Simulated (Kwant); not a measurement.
Device: Aharonov-Bohm ring in a Ge (holes) two-dimensional gas. Effective mass 0.06 mₑ, grid spacing 8.3 nm, hard walls, nominal width 100 nm (13 grid rows, so walls 116.2 nm apart), one parabolic valley, scattering region 560 nm long along x; energies count from the band bottom; Fermi energy 0.00437 eV. Ring of mean radius 160 nm, arms as wide as the leads. Perpendicular field swept from 0 to 0.23 T, none in the leads; orbital effect alone.

Constants are typed, rounded textbook-type inputs, not results; the design itself was drawn at random and stands for no fabricated device.

Model: effective-mass tight-binding model on a square grid, one spin, coherent transport at 0 K (Kwant). Conductance is in e²/h.

Density of the scattering states that come in from the left lead, at field = 0.17315 T, in bins, relative to the largest site value (x marks bins outside the device):

```
|xxxxxxxxxxxxxxx   .. ...     xxxxxxxxxxxxxxx|
|xxxxxxxxxxxx  ....-:. .....     xxxxxxxxxxxx|
|xxxxxxxxxxx  .::.        .  .... xxxxxxxxxxx|
|xxxxxxxxx         .......  .. .... xxxxxxxxx|
|xxxxxxxx      .::....    ..:.   .:.  xxxxxxx|
|xxxxxxx  .  ...:.    xxx    ...   .. xxxxxxx|
|xxxxxx  .  .--:  xxxxxxxxxx  ::.   .. xxxxxx|
|xxxxxx.:. ....  xxxxxxxxxxxx  ...  .:. xxxxx|
|%%+----::::--  xxxxxxxxxxxxxx  .::.  ..     |
|@%+=++-:=-.-= xxxxxxxxxxxxxxxx  ..::.       |
|+*%#-..:+:.*=xxxxxxxxxxxxxxxxxx :::.        |
|=+*+-:.:=:.*=xxxxxxxxxxxxxxxxxx :-.         |
|@@*=++-:=: -- xxxxxxxxxxxxxxxx   .... ......|
|@%*=---::::::  xxxxxxxxxxxxxx   ...  .....  |
|xxxxxx.:.....   xxxxxxxxxxxx   ... .:. xxxxx|
|xxxxxx .:. .--.  xxxxxxxxxx  ...  .:. xxxxxx|
|xxxxxxx .:..:....    xxx     ... .:: xxxxxxx|
|xxxxxxxx    ..:-: ..      ...  ..::  xxxxxxx|
|xxxxxxxxx   .  .  .............::. xxxxxxxxx|
|xxxxxxxxxxx   ::.    ..  ....... xxxxxxxxxxx|
|xxxxxxxxxxxx  .:..:-. .:. ...   xxxxxxxxxxxx|
|xxxxxxxxxxxxxxx   .:. ...    xxxxxxxxxxxxxxx|
```
Scale: ten equal steps from 0.004 (start of ' ') to 0.733 (end of '@'), in the order ' .:-=+*#%@'; x runs from -268 to 268, y from -198 (bottom) to 198 (top).

The conductance there is 0.77 e²/h with 3 open channel(s) in the leads.
